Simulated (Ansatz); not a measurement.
BaAl₄ (I4/mmm, No. 139), treated with BLYP (Ansatz, an electronic-structure program, PAW).

Settings: plane-wave cutoff 520 eV, 18×18×18 k mesh, Fermi–Dirac smearing 0.05 eV, scalar-relativistic PAW data made under PBE.

Properties against volume:

Shape and atoms are relaxed at each volume.

```tsv
V (Å³/atom)	P (GPa)	c (Å)	a (Å)
24.036	1.88	11.323	4.607
24.537	0.89	11.387	4.642
25.038	0.00	11.450	4.676
25.538	-0.80	11.514	4.710
26.039	-1.51	11.576	4.743
```

Note: the volume lies 10 % above that of the published cell; the bulk modulus comes from volumes at which shape and atoms were relaxed.
